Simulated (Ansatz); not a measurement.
## What Se → Pb does to hypothetical fluorite ZrSe2

Consider ZrSe₂ in the fluorite structure (space group Fm-3m, No. 225; a = 6.5075 Å; a hypothetical phase, not in the database extracts checked).

Perturbation: every Se is replaced by Pb; the structure is relaxed again.

Computed with PBEsol (Ansatz, a program for electronic structure; PAW; 420 eV plane waves; scalar-relativistic without spin-orbit coupling). Γ-centred 12×12×12 mesh, Fermi–Dirac width 0.05 eV.

The volume per atom goes up by 6.273 Å³ to 29.24 Å³ and the lattice parameter a goes up by 0.545 Å to 7.053 Å. The space group remains Fm-3m (No. 225) and the shortest interatomic distance goes up by 0.236 Å, from 2.818 Å to 3.054 Å. The band gap is still zero.

Stability against distortions was not tested. As relaxed here, ZrPb2 is a hypothetical phase, not in the database extracts checked. All final runs are without spin polarisation. ZrPb2 has a high density of states at the Fermi level and may be magnetic at this level.
